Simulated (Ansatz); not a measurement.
A computed series for hypothetical anti-perovskite Cs3AuS: pressure series

Consider Cs3AuS in the anti-perovskite structure (space group Pm-3m, No. 221; a = 6.677 Å; a hypothetical phase, not in the database extracts checked).

Cell and atoms are relaxed at each pressure.

Computed with PBE in Ansatz (plane waves to 420 eV, PAW, no spin-orbit coupling).

Candidates:
(a) pressure 0.7 GPa
(b) pressure 7.5 GPa
(c) pressure −1 GPa
(d) pressure 0.3 GPa

Before the change:

```
Property   Result
--------  -------
Band gap  1.14 eV
```

Q: Order them by band gap, lowest first.

A: (b) pressure 7.5 GPa (0.20 eV), (a) pressure 0.7 GPa (1.03 eV), (d) pressure 0.3 GPa (1.09 eV), (c) pressure −1 GPa (1.29 eV)

Spin-orbit coupling, missing from the scalar runs, can matter with Au. Load acts through the strain it causes; cell and atoms are relaxed under it. Whether these cells are dynamically stable was not tested. Competing high-pressure phases were not computed. A zero or small gap of Cs3AuS under pressure 7.5 GPa can be the functional's error rather than a property of the material.

Ansatz is a program for electronic structure.
